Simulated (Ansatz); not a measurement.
Start from InP in the zinc blende structure (space group F-43m, No. 216; a = 5.907 Å).

Method: Ansatz (a program for electronic structure), r2SCAN, PAW, cutoff 500 eV, no SOC.

Base values:

The hole mass comes out as 0.073, 0.44, 0.44 mₑ (at Γ) and the width of the top valence band is 2.90 eV.

Perturbation: every lattice vector is stretched by 1.00 %; the atoms relax in the strained cell.

Problem. What happens to the hole mass?

Solution. The hole mass (degenerate bands, along [100]) changes from 0.073, 0.44, 0.44 mₑ (at Γ) to 0.062, 0.45, 0.45 mₑ (at Γ).

Problem. What does the calculation give for the width of the top valence band after the change?

Solution. The width of the top valence band shrinks by 0.13 eV (2.90 eV → 2.77 eV).

The levels and masses belong to the bands next to the band gap. Effective masses come from finite differences of ±0.01 Å⁻¹. Whether these cells are dynamically stable was not tested.
